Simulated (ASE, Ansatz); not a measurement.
composition TiSi, cell Ti24Si24, held well above this temperature first, at a temperature that wasn't checked against the liquidus, so perhaps supercooled [in the CHGNet run: it was liquid; mean temperature 1653 K (target 1660 K); density 3.80 g/cm³, volume +4 % from the start cell's; mean pressure -1.5 GPa against a target of 0], 1660 K. 6 frames were taken from MD with the machine-learned potential CHGNet 0.3.0 (ASE) and computed both with PBE run with Ansatz (a quantum-chemistry and plane-wave program) and with the machine-learned potential CHGNet 0.3.0.

```json
{
 "plane_wave_cutoff": "420 eV",
 "k-points": "one point, (1/4, 1/4, 1/4)",
 "Fermi-Dirac width": "0.143 eV",
 "spin": "not polarised; no spin-orbit coupling"
}
```

The cell was prepared with CHGNet: 80 FIRE steps from the random lattice; melt: 800 steps of 1.5 fs, 3145 K, NVT (Langevin); cool: 300 steps of 1.5 fs, 3145 to 2127 K, NVT (Langevin); cool: 400 steps of 2.0 fs, 2127 to 1660 K, Langevin with a Berendsen-type barostat every 10 steps; settle: 800 steps of 2.0 fs, 1660 K, Langevin with a Berendsen-type barostat every 10 steps; hold: 300 steps, 1660 K, NVT (Langevin) at the mean cell. The atoms began on random sites, so units and networks may differ from a laboratory melt's. Atoms moved only 2.7 Å² (mean square) in the hot stage, so mixing may be incomplete. On the run's last frame a denser k-mesh moved the forces by 0.055 eV/Å rms, the static pressure by -0.06 GPa and the free energy by -2 meV/atom, which is about how far such values are converged.

Estimate the errors of the potential against DFT for these frames.


```yaml
rms force component in DFT: 0.93 eV/Å
rms force difference, CHGNet less DFT: 0.363 eV/Å
relative_force_difference: 39 %
slope of CHGNet against DFT forces: 1.14
rms_difference_of_relative_energies: 16.7 meV/atom
spread of DFT energies over the frames: 27.9 meV/atom
static pressure, CHGNet less DFT: -1.68 GPa
force_difference_by_element: Si 0.310, Ti 0.410 eV/Å
```
Forces are off by 39 % of their rms size. The potential was trained on another code's PBE and PBE+U relaxation paths of database crystals (MPtrj), so part of the difference is that of settings: a denser k-mesh moves the DFT forces of one frame by 0.055 eV/Å rms and its pressure by -0.06 GPa.
